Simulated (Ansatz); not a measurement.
**A self-consistent single point of Na2CdSn (P6_3/mmc, 8 atoms in the cell) with Ansatz (a program for electronic structure)**

Level of theory: LDA (PW92), default PAW files made with PBE (plane waves; Ansatz).

Input:

Ansatz 0.2 input:
```yaml
crystal:
  lattice:
    - [4.97037400, 0.00000000, 0.00000000]
    - [-2.48518700, 4.30447000, 0.00000000]
    - [0.00000000, 0.00000000, 10.01235300]
  atoms:
    - { symbol: Na, position: [0.66666700, 0.33333300, 0.58275000] }
    - { symbol: Na, position: [0.33333300, 0.66666700, 0.41725000] }
    - { symbol: Na, position: [0.33333300, 0.66666700, 0.08275000] }
    - { symbol: Na, position: [0.66666700, 0.33333300, 0.91725000] }
    - { symbol: Cd, position: [0.00000000, 0.00000000, 0.75000000] }
    - { symbol: Cd, position: [0.00000000, 0.00000000, 0.25000000] }
    - { symbol: Sn, position: [0.33333300, 0.66666700, 0.75000000] }
    - { symbol: Sn, position: [0.66666700, 0.33333300, 0.25000000] }
basis:
  ecutwfc: 420.0 eV
kpoints:
  mp_grid: { grid: [7, 7, 3] }
hamiltonian:
  xc: lda
  pseudopotentials: { kind: paw }
scf:
  occupations: { method: fermi_dirac, width: 0.1 eV }
output:
  forces: true
  eigenvalues: true
  stress: true
```

Output (repeated stretches shortened):

```
WARN the atoms were moved onto the symmetric positions of the space group found under crystal.symmetry.tolerance 1.0e-5 (fractional …
WARN ansatz: RAYON_NUM_THREADS=1 ignored (pool sized by the plan → 1); use --threads N
Pseudopotentials: kind: paw
Pseudopotential: Na, paw, valence charge 9
Pseudopotential: Cd, paw, valence charge 20
Pseudopotential: Sn, paw, valence charge 14
Crystal: 8 atoms, lattice volume = 214.213 Å³
Basis set: ecut = 420 eV, 4167 PW (Γ)
Bands: 63, of which v1, the nominal top of the filled ones, is band 52 counted from 1 (51 counted from 0)
Symmetry: 24 space group operations
Space group: P63/mmc (ITA 194), of the structure as read, at distance tolerance 6.0e-5 Å
k-points: 16 of 147
PAW frozen core: Na, regenerated for the run's functional, and the local potential with it
PAW frozen core: Cd, regenerated for the run's functional, and the local potential with it
PAW frozen core: Sn, regenerated for the run's functional, and the local potential with it
Initial density: superposition of atomic densities (neutral atoms: chi_scale 0, normalization atom), corrected by the library's trained network
Initial wavefunctions: pseudopotential atomic-orbital guess
Eigensolver: davidson
Functional: x = slater, c = lda
SCF iter   1: F=—  HF=-33863.095725 eV  |F-HF|=—  |Δ(HF+E_count)|=         —  Δρ=8.12e-3  dr2=1.15e-1  ethr=1.77e-3  ⟨swp⟩=8.2  Hψ=4047  notcnv=0  defer=5
all-band conjugate gradients solve this SCF's bands
preconditioner: auto → LDOS
SCF iter   2: F=—  HF=-33863.077244 eV  |F-HF|=—  |Δ(HF+E_count)|=   1.85e-2  Δρ=6.17e-3  dr2=5.29e-2  ethr=1.11e-4  ⟨swp⟩=2.9  Hψ=2208  notcnv=0  defer=24
SCF iter   3: F=—  HF=-33863.050473 eV  |F-HF|=—  |Δ(HF+E_count)|=   2.68e-2  Δρ=1.59e-3  dr2=3.89e-3  ethr=5.09e-5  ⟨swp⟩=2.0  Hψ=1919  notcnv=0  defer=24
SCF iter   4: F=—  HF=-33863.049235 eV  |F-HF|=—  |Δ(HF+E_count)|=   1.24e-3  Δρ=3.17e-4  dr2=1.54e-4  ethr=3.74e-6  ⟨swp⟩=2.0  Hψ=1806  notcnv=0  defer=24
SCF iter   5: F=—  HF=-33863.049169 eV  |F-HF|=—  |Δ(HF+E_count)|=   6.61e-5  Δρ=3.67e-5  dr2=2.49e-6  ethr=1.48e-7  ⟨swp⟩=2.0  Hψ=1692  notcnv=0  defer=24
SCF iter   6: F=—  HF=-33863.049183 eV  |F-HF|=—  |Δ(HF+E_count)|=   1.45e-5  Δρ=7.82e-6  dr2=1.04e-7  ethr=2.40e-9  ⟨swp⟩=3.0  Hψ=1862  notcnv=0  defer=24
SCF iter   7: F=-33863.049183 eV  HF=-33863.049183 eV  |F-HF|=6.10e-9  |Δ(HF+E_count)|=   5.10e-8  Δρ=2.25e-6  dr2=1.14e-8  ethr=9.62e-11  ⟨swp⟩=10.1  Hψ=4045  notcnv=0
SCF 1 converged in 7 iterations: F = -33863.049183 eV  dr2 = 1.14e-8
SCF converged after 7 iterations
Free energy (F): -33863.049183 eV
Harris-Foulkes:  -33863.049183 eV  (|F-HF|=6.10e-9)
Internal energy: -33863.010871 eV  (E = F + TS)
E sigma→0 (E₀):  -33863.030027 eV
Entropy (-TS):   -0.038312 eV (-4.789 meV/atom)
Fermi energy:    6.815197 eV
--- Per-component energies (eV) ---
  E_band       = -2137.514807
  E_kinetic    = 1870.679762
  E_local      = -15300.751018  (includes V_loc(G=0)·N_el)
  E_nonlocal   = 489.224446
  E_hartree    = 6797.996486
  E_xc         = -1261.248074
  E_vxc        = -838.273390  (∫ρ·V_xc dr)
  E_paw        = -16862.679138  (= ΣΔE_a)
  E_vpaw       = -1954.385512  (= ΣTr[D̂ρ^β])
  E_aug_tail   = 0.000021  (compensation charges beyond the density's cutoff)
  E_ewald      = -9599.179849
  E_core_change = 2.946494  (= ΣΔE_core)
  E_smearing   = -0.038312  (= −TS)
  E_closure    = 0.000000  (closes the sum)
  Σ components = -33863.049183   (vs F -33863.049183, Δ=0.00e0)
--- Forces (eV/Å), atoms counted from 1 ---
  atom   1  Na     0.00000000     0.00000000    -0.00021481
  atom   2  Na     0.00000000    -0.00000000     0.00021481
  atom   3  Na    -0.00000000    -0.00000000    -0.00021481
  atom   4  Na     0.00000000     0.00000000     0.00021481
  atom   5  Cd    -0.00000000    -0.00000000     0.00000000
  atom   6  Cd     0.00000000     0.00000000     0.00000000
  atom   7  Sn    -0.00000000     0.00000000     0.00000000
  atom   8  Sn    -0.00000000    -0.00000000     0.00000000
  max |Σ_I F_I| component: 2.83e-17 eV/Å
--- Stress (GPa, compression-positive) ---
       -1.772355      -0.000000       0.000000
       -0.000000      -1.772355       0.000000
        0.000000       0.000000      -1.033506
  P = ⅓ Tr σ = -1.5261 GPa (-15.261 kbar)
  The stress holds the Pulay correction. Without it, at fixed plane waves, as pw.x and ABINIT print it: P = -1.5364 GPa
--- Band table (eV; the first three rows and the last of 16) ---
  k-point 0: bands = ["-95.9989", "-95.9989", "-57.1488", "-57.1488", "-57.1136", "-57.1136", "-57.1136", "-57.1136", "-45.4591", "-45.4576", "-45.4539", "-45.4523", "-17.9900", "-17.9841", "-17.9841", "-17.9805", "-17.9805", "-17.9753", "-17.9599", [...]
  k-point 1: bands = ["-95.9989", "-95.9989", "-57.1488", "-57.1488", "-57.1136", "-57.1136", "-57.1136", "-57.1136", "-45.4588", "-45.4581", "-45.4534", "-45.4526", "-17.9872", "-17.9833", "-17.9833", "-17.9815", "-17.9815", "-17.9805", "-17.9547", [...]
  k-point 2: bands = ["-95.9989", "-95.9989", "-57.1488", "-57.1488", "-57.1136", "-57.1136", "-57.1136", "-57.1136", "-45.4589", "-45.4573", "-45.4541", "-45.4525", "-17.9906", "-17.9873", "-17.9848", "-17.9813", "-17.9810", "-17.9720", "-17.9634", [...]
  k-point 15: bands = ["-95.9989", "-95.9989", "-57.1488", "-57.1488", "-57.1136", "-57.1136", "-57.1136", "-57.1136", "-45.4568", "-45.4564", "-45.4550", "-45.4546", "-17.9927", "-17.9925", "-17.9888", "-17.9872", "-17.9803", "-17.9785", [...]
```

The run converged in 7 iterations.

The starting cell comes from a database of computed structures (which also holds hypothetical and non-ambient phases and stackings), without a prior relaxation at this level. Its lattice was rescaled by up to half a per cent. Ansatz's pressure includes its estimate of the finite-basis (Pulay) stress.
